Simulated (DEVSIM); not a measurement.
System: Schottky contact on n-type Si, at 300 K.

```
layer (left to right)  material  thickness (μm)  Nd (cm⁻³)  τn (s)  τp (s)
---------------------  --------  --------------  ---------  ------  ------
1                            Si            14.0     2.2e17  3.2e-6  3.2e-6
```

Left contact: Schottky, work function 4.57 eV, emission velocity 5.8e6 cm/s. Right contact: ohmic. Voltage is applied to the left contact. Recombination: SRH at mid-gap, Auger. Mobility is μmin + (μ − μmin)/(1 + (N/Nref)^α).

The device is made up for the run: typed textbook-type constants, with dimensions and the other settings drawn at random. Values at 300 K.

| parameter | Si |
|---|---|
| gap (eV) | 1.124 |
| affinity (eV) | 4.05 |
| permittivity | 11.7 |
| Nc (cm⁻³) | 2.86e19 |
| Nv (cm⁻³) | 3.1e19 |
| μn (cm²/Vs) | 1417 |
| μp (cm²/Vs) | 470 |
| μn,min | 52 |
| μp,min | 45 |
| Nref,n | 9.7e16 |
| Nref,p | 2.2e17 |
| αn | 0.68 |
| αp | 0.72 |
| Cn (cm⁶/s) | 2.8e-31 |
| Cp (cm⁶/s) | 9.9e-32 |

Model (solved in DEVSIM): 1D drift-diffusion, Boltzmann statistics, complete ionisation; no tunnelling, impact ionisation, image-force lowering or self-heating. Metal contacts follow the ideal Schottky-Mott rule: no Fermi-level pinning, no interface dipoles.

### Question
Tabulate band edges, carrier densities and field at zero bias.

### Answer
Energies count from the Fermi level of the right contact; mesh points crowd at the junctions.

```
x (μm)   Ec (eV)  Ev (eV)  n (cm⁻³)  p (cm⁻³)  field (V/cm)
-------  -------  -------  --------  --------  ------------
0.000      0.520   -0.604    5.3e10     2.2e9       -160000
0.01516    0.319   -0.805    1.2e14    930000       -110000
0.03985    0.156   -0.968    6.8e16      1700        -29000
0.08442    0.126   -0.998    2.2e17       530          -270
0.1839     0.126   -0.998    2.2e17       530           ≈ 0
0.3148     0.126   -0.998    2.2e17       530           ≈ 0
0.5281     0.126   -0.998    2.2e17       530           ≈ 0
1.035      0.126   -0.998    2.2e17       530           ≈ 0
1.772      0.126   -0.998    2.2e17       530           ≈ 0
2.903      0.126   -0.998    2.2e17       530           ≈ 0
4.745      0.126   -0.998    2.2e17       530           ≈ 0
8.521      0.126   -0.998    2.2e17       530           ≈ 0
10.65      0.126   -0.998    2.2e17       530           ≈ 0
11.95      0.126   -0.998    2.2e17       530           ≈ 0
12.99      0.126   -0.998    2.2e17       530           ≈ 0
13.39      0.126   -0.998    2.2e17       530           ≈ 0
13.63      0.126   -0.998    2.2e17       530           ≈ 0
13.78      0.126   -0.998    2.2e17       530           ≈ 0
13.90      0.126   -0.998    2.2e17       530           ≈ 0
13.95      0.126   -0.998    2.2e17       530           ≈ 0
13.98      0.126   -0.998    2.2e17       530           ≈ 0
14.00      0.126   -0.998    2.2e17       530           ≈ 0
```
